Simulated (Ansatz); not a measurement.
The parent structure is Sn (space group I4_1/amd, No. 141; a = 5.9470 Å, c = 3.2123 Å).

(Cell as relaxed with PBE.)

Levels (all Ansatz, a first-principles code, PAW): PBE (420 eV, scalar-relativistic without spin-orbit coupling); PBEsol (420 eV, no spin-orbit coupling).

Each level relaxes its own structure.

| base | PBE | PBEsol |
|---|---|---|
| volume per atom | 28.40 Å³ | 26.86 Å³ |
| lattice parameter a | 5.947 Å | 5.833 Å |
| band gap | zero | zero |

It is then changed as follows: cell and atoms relaxed at a pressure of 45 GPa.

| quantity | PBE | PBEsol |
|---|---|---|
| c/a ratio | 0.537 | 0.540 |
| shortest interatomic distance | 2.720 Å | 2.694 Å |
| band gap | zero | zero |

PBE's c/a ratio lies 0.0022 below PBEsol's; PBE's shortest interatomic distance lies 0.0252 Å above PBEsol's (0.9 %); the two agree on the band gap. Neither level is exact; PBEsol is the comparison here, not a measurement.

Load acts through the strain it causes; cell and atoms are relaxed under it. Stability against distortions was not tested. Measured, Sn leaves this structure (for a body-centred tetragonal phase) near 8 GPa (temperature not stated; as listed in Olga Degtyareva, NATO science for peace and security series. B, Physics and biophysics (2010)).
